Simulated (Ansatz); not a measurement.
# V3Si in the A15 (Cr3Si type) structure (space group Pm-3n, No. 223)

```cif
data_Si2V6
_chemical_formula_sum 'V6 Si2'
_space_group_name_H-M_alt 'Pm-3n'
_space_group_IT_number 223
_space_group_name_Hall '-P 4n 2 3'
_cell_length_a 4.70117
_cell_length_b 4.70117
_cell_length_c 4.70117
_cell_angle_alpha 90.000
_cell_angle_beta 90.000
_cell_angle_gamma 90.000
loop_
_atom_site_label
_atom_site_type_symbol
_atom_site_symmetry_multiplicity
_atom_site_Wyckoff_symbol
_atom_site_fract_x
_atom_site_fract_y
_atom_site_fract_z
_atom_site_occupancy
V1 V 6 c 0.00000 0.50000 0.25000 1
Si1 Si 2 a 0.00000 0.00000 0.00000 1
```

Level of theory: PBE (Ansatz, an electronic-structure program, PAW, no spin-orbit coupling). Settings: 10×10×10 k-points, 0.05 eV Fermi–Dirac smearing.

Volume per atom: 12.99 Å³
Density: 5.78 g/cm³
Band gap: zero
Total energy: -2343.726 eV/atom (σ→0; compares only within this code and set-up)

No phonon test of stability was made. Starting moments died away, wholly or in part, for the base; another magnetic solution may exist. The final runs are not spin-polarised.
